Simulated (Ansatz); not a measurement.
The parent structure is PbS in the rock salt structure (space group Fm-3m, No. 225; a = 5.903 Å).

Level of theory: Kohn–Sham DFT with the PBEsol functional, run in Ansatz (a quantum-chemistry and plane-wave program) with PAW and 420 eV plane waves, without spin-orbit coupling.

For the base:

* **Band gap**: 0.19 eV

It is then changed as follows: an isotropic linear strain of +2.00 %, atoms relaxed at fixed cell.

Question: How does this affect the band gap and energy relative to the base?

Answer: The band gap grows by 0.21 eV, from 0.19 eV to 0.40 eV; the energy goes up by 16 meV/atom.

Spin-orbit coupling, missing from the scalar runs, can matter with Pb. Whether these cells are dynamically stable was not tested. The zero or small gap of PbS can change with the level of theory.
